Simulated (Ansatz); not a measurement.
**What isotropic strain −2.99 % does to Fe**

The parent structure is Fe in the bcc (W type) structure (space group Im-3m, No. 229; a = 2.7875 Å; ferromagnetic; relaxed with 0.1 eV smearing).

Modification: every lattice vector is shortened by 2.99 %, atoms relaxed at fixed cell.

Method: PBEsol (Ansatz, a first-principles code; PAW; 420 eV plane waves; no spin-orbit coupling). Settings: 33×33×33 k-points, 0.1 eV Fermi–Dirac smearing.

```json
[
 {"quantity": "volume per atom", "base": "10.83 Å³", "changed": "9.89 Å³", "shift": "-0.94 Å³"},
 {"quantity": "space group", "base": "Im-3m (No. 229)", "changed": "Im-3m (No. 229)", "shift": "–"},
 {"quantity": "shortest interatomic distance", "base": "2.414 Å", "changed": "2.342 Å", "shift": "-0.072 Å"},
 {"quantity": "energy relative to the base (free energy F)", "base": "0 meV/atom", "changed": "+68 meV/atom", "shift": "+68 meV/atom"},
 {"quantity": "band gap", "base": "zero", "changed": "zero", "shift": "–"},
 {"quantity": "magnetic state", "base": "ferromagnetic", "changed": "ferromagnetic", "shift": "–"},
 {"quantity": "largest site moment", "base": "2.12 μB", "changed": "1.94 μB", "shift": "-0.173 μB"}
]
```

Final structure:

```yaml
crystal:
  lattice:
    - [-1.35206, 1.35206, 1.35206]
    - [1.35206, -1.35206, 1.35206]
    - [1.35206, 1.35206, -1.35206]
  atoms:
    - { symbol: Fe, position: [0.00000, 0.00000, 0.00000] }
```

Other magnetic orders, which the real material may have, were not ruled out. No phonon test of stability was made. The base started in Fmmm and relaxed to Im-3m at this level.
